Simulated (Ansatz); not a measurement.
Cs2AgBiBr6 (space group Fm-3m, No. 225)

```
CELL_PARAMETERS angstrom
      0.00000     5.67196     5.67196
      5.67196     0.00000     5.67196
      5.67196     5.67196     0.00000
ATOMIC_POSITIONS crystal
  Cs 0.25000 0.25000 0.25000
  Cs 0.75000 0.75000 0.75000
  Ag 0.50000 0.50000 0.50000
  Bi 0.00000 0.00000 0.00000
  Br 0.74811 0.25189 0.25189
  Br 0.25189 0.74811 0.74811
  Br 0.25189 0.74811 0.25189
  Br 0.74811 0.25189 0.74811
  Br 0.25189 0.25189 0.74811
  Br 0.74811 0.74811 0.25189
```

All numbers come from Kohn–Sham DFT with the r2SCAN functional, run in Ansatz (a first-principles code) with PAW and 500 eV plane waves, no spin-orbit coupling, earlier PAW set. Settings: 5×5×5 k-points, 0.05 eV Fermi–Dirac smearing.

The volume per atom comes out as 36.49 Å³, the density is 4.83 g/cm³ and the band gap comes out as 1.67 eV, indirect, X → L. The electron mass comes out as 0.36 mₑ along k, 0.27 mₑ across. The hole mass comes out as 0.20 mₑ along k, 0.76 mₑ across and the total energy is -4815.976 eV/atom (σ→0; compares only within this code and set-up).

With Bi present, leaving out spin-orbit coupling can change the band edges. Masses are band curvatures over ±0.01 Å⁻¹ around the edge. Along k means along the line from Γ to the band edge. Whether these cells are dynamically stable was not tested.
